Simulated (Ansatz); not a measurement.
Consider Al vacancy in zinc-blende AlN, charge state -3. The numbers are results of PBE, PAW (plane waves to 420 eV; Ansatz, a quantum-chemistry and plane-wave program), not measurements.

Cell of 64 host sites held at the relaxed PBE lattice; the Γ point alone; Fermi-Dirac width 0.01 eV, spin-restricted; finite-size errors left in. Energies are static. The host's phase is taken as given; its stability against other phases was not computed. The charge state is imposed; whether it is stable for some Fermi level was not computed. Forms of the defect that were not tried may lie lower.

Barriers: single points on a 2×2×2 k-point mesh shifted by half a step at the bands' geometries.

The only route run: a nearby Al atom hops onto the vacant site; the atom moves 3.04 Å along (0.00, 0.49, -0.49) of the unit cell; the moving atom starts with neighbours N at 1.80, 2 N at 1.93, N at 1.94 Å and ends with N at 1.80, 2 N at 1.93, N at 1.94 Å. Its barrier is 2.10 eV. The saddle point's order was not checked, and it lies on a symmetry element of the cell, where a band can be held. The defect has 12 equivalent sites to jump to, 3.11 Å away. Attempt frequency: take 10 THz as a typical guess.

Question: Estimate the defect's diffusion coefficient at 1000 K, how far it wanders in 10 years, and how much an error of 0.1 eV in the barrier would matter.

Answer: kT = 0.0862 eV, so each jump happens at Γ = ν exp(−E/kT) = 1.0e13 × exp(−24.37) ≈ 2.6e+02 s⁻¹. For uncorrelated jumps in a cubic host D = z λ² Γ / 6 = 12 × (3.11e-8 cm)² × 2.6e+02 / 6 ≈ 5.0e-13 cm²/s. The root-mean-square distance is √(6Dt) ≈ 300 µm. An error of 0.1 eV changes D by a factor exp(0.1/kT) ≈ 3.2, and the distance by its square root. This is the isolated defect's own diffusivity; trapping, its concentration and zero-point motion are left out.
